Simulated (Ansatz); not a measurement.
AlP (model structure, started from the PtS type, P4₂/mmc, No. 131, 4 atoms in the cell): lattice parameter a by level of theory

No measured value is used here.

```csv
level (code),value (Å)
PBE (Ansatz),3.695
PBEsol (Ansatz),3.662
PBE-D3(BJ) (Ansatz),3.632
```

Ansatz's density-functional and Hartree–Fock values are scalar-relativistic unless marked +SOC, with PAW data made under PBE.

A model structure was made by putting elements into a prototype or built by hand; it is no filed structure, need not be a known phase, and can be a saddle point held by its symmetry.

Ansatz is a first-principles code.
